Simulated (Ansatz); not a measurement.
Data:

```
CELL_PARAMETERS angstrom
      0.00000     2.10198     2.10198
      2.18291     0.00000     2.10198
      2.18291     2.10198     0.00000
ATOMIC_POSITIONS crystal
  N  0.00000 0.00000 0.00000
  Ti 0.50000 0.50000 0.50000
```

No spin polarisation.

Method: DFT with PBEsol, PAW potentials and a 420 eV plane-wave cutoff in Ansatz (a program for electronic structure), spin-orbit coupling left out. Γ-centred 19×19×19 mesh, Fermi–Dirac width 0.05 eV.

Q: Estimate the band gap.

A: Zero.

Q: What pressure (mean of the normal stresses, compression positive) does the calculation give?

A: -9.6 GPa.

The cells carry an imposed strain or load. No phonon test of stability was made. All final runs are without spin polarisation. The cell was made from TiN in the rock salt structure (space group Fm-3m, No. 225) by this change: uniaxial strain ε_xx = +3.85 %.
